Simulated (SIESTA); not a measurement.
Input and output of a self-consistent single point for the (100) slab of HfN (cut from a parent of space group no. 225; 8 atoms in the cell) (SIESTA).

Computed with GGA PBEsol, numerical atomic orbitals DZP, PseudoDojo PBEsol standard norm-conserving potentials (rewritten from UPF to PSML) in SIESTA.

The change in words: vacuum of 6 angstrom (first run: 14 Å); Slab.DipoleCorrection: default → vacuum. Reference geometry:
```
CELL_PARAMETERS angstrom
      3.18014     0.00000     0.00000
     -3.18014     3.18014     0.00000
      0.00000     0.00000    20.74601
ATOMIC_POSITIONS crystal
  Hf 0.00000 0.00000 0.44581
  Hf 0.00000 0.50000 0.33741
  Hf 0.00000 0.00000 0.66259
  Hf 0.00000 0.50000 0.55420
  N  0.00000 0.00000 0.33741
  N  0.00000 0.50000 0.44581
  N  0.00000 0.00000 0.55420
  N  0.00000 0.50000 0.66259
```

Reference input (self-consistent single point, DFT, GGA PBEsol, numerical atomic orbitals DZP, PseudoDojo PBEsol standard norm-conserving potentials (rewritten from UPF to PSML)): XC.functional = GGA; XC.authors = PBEsol; potentials = PseudoDojo PBEsol standard; PAO.BasisSize = DZP; PAO.EnergyShift = 0.01 Ry; MeshCutoff = 350 Ry; kgrid.MonkhorstPack = 7 7 1; OccupationFunction = FD; ElectronicTemperature = 100 meV; MaxSCFIterations = 150; SCF.Mixer.Method = Broyden; SCF.Mixer.Weight = 0.2. This run's input differs from it in these lines:

```diff
@@ -14,3 +14,3 @@
     -3.180142000    3.180142000    0.000000000
-     0.000000000    0.000000000   20.746011000
+     0.000000000    0.000000000   12.746022000
 %endblock LatticeVectors
@@ -18,10 +18,10 @@
 %block AtomicCoordinatesAndAtomicSpecies
-     0.000000000    0.000000000   17.477541994  1
-    -3.004798709    3.004798709   13.228072584  1
-     0.000000000    0.000000000   25.976206385  1
-    -3.004798709    3.004798709   21.726972200  1
-     0.000000000    0.000000000   13.228072584  2
-    -3.004798709    3.004798709   17.477541994  2
-     0.000000000    0.000000000   21.726972200  2
-    -3.004798709    3.004798709   25.976206385  2
+     0.000000000    0.000000000    9.918648289  1
+     3.004798709    3.004798709    5.669189157  1
+     0.000000000    0.000000000   18.417301602  1
+     3.004798709    3.004798709   14.168083334  1
+     0.000000000    0.000000000    5.669189157  2
+     3.004798709    3.004798709    9.918648289  2
+     0.000000000    0.000000000   14.168083334  2
+     3.004798709    3.004798709   18.417301602  2
 %endblock AtomicCoordinatesAndAtomicSpecies
@@ -40,2 +40,3 @@
 ElectronicTemperature        100.0 meV
+Slab.DipoleCorrection        vacuum
```

Log, with long lists cut:

```
        iscf     Eharris(eV)        E_KS(eV)     FreeEng(eV)     dDmax    Ef(eV) dHmax(eV)
   scf:    1    -7206.686023    -7252.941192    -7253.038398  1.769687 -2.325061 12.907668
   scf:    2    -7267.873201    -7266.172661    -7266.269412  0.170865 -2.269840 10.282186
   scf:    3    -7267.938537    -7269.318969    -7269.411759  0.188096 -2.368474  4.400012
   scf:    4    -7270.723745    -7270.546041    -7270.645974  0.100618 -2.426296  1.510281
   scf:    5    -7270.673080    -7270.635334    -7270.735444  0.041871 -2.536258  0.549014
   [... 4 lines left out ...]
   scf:   10    -7270.658593    -7270.658513    -7270.759393  0.002119 -2.567235  0.023374
   scf:   11    -7270.658507    -7270.658517    -7270.759418  0.000328 -2.567237  0.005894
   scf:   12    -7270.658504    -7270.658511    -7270.759420  0.000140 -2.567320  0.000871
   scf:   13    -7270.658514    -7270.658513    -7270.759420  0.000088 -2.567380  0.000571
SCF Convergence by DM+H criterion
max |DM_out - DM_in|         :     0.0000877248
max |H_out - H_in|      (eV) :     0.0005713478
SCF cycle converged after 13 iterations

Using DM_out to compute the final energy and forces

siesta: E_KS(eV) =            -7270.6585

siesta: E_KS - E_eggbox =     -7270.6585

siesta: Atomic forces (eV/Ang):
     1    0.000000    0.000000   -0.117750
     2    0.000000    0.000000    1.272060
     3   -0.000000   -0.000000   -1.271185
     4   -0.000000    0.000000    0.116805
     5   -0.000000   -0.000000   -0.943064
     6    0.000000   -0.000000   -0.836042
     7    0.000000    0.000000    0.835376
     8   -0.000000   -0.000000    0.943985
   Tot   -0.000000    0.000000    0.000185
   Max    1.272060
   Res    0.517963    sqrt( Sum f_i^2 / 3N )
   Max    1.272060    constrained

   [... lines left out ...]
siesta: FreeEng =     -7270.759420
   [... lines left out ...]
siesta:     0.043063    0.000157   -0.000000
siesta:     0.000157    0.043287   -0.000000
siesta:    -0.000000   -0.000000    0.013583

siesta: Cell volume =        128.904384 Ang**3

siesta: Pressure (static):
siesta:                Solid            Molecule  Units
siesta:          -0.00036280         -0.00036082  Ry/Bohr**3
siesta:          -0.03331092         -0.03312895  eV/Ang**3
siesta:         -53.36997641        -53.07843412  kBar
```

The run converged in 13 iterations. Against the reference run the free energy falls by 4.7 meV/atom and the largest force goes from 1.629 to 1.272 eV/Å.

The starting cell has typed, rounded lattice constants, without a prior relaxation at this level. The slab is cut from that crystal, and its faces are unrelaxed. Its lattice was rescaled by up to half a per cent. Spin polarisation is off, though cut faces can carry moments; the slab shows no gap. Values carry the incompleteness of an atom-centred basis. Forces in this geometry exceed 1 eV/Å.

Cost on one core of a shared machine: roughly 60 s.
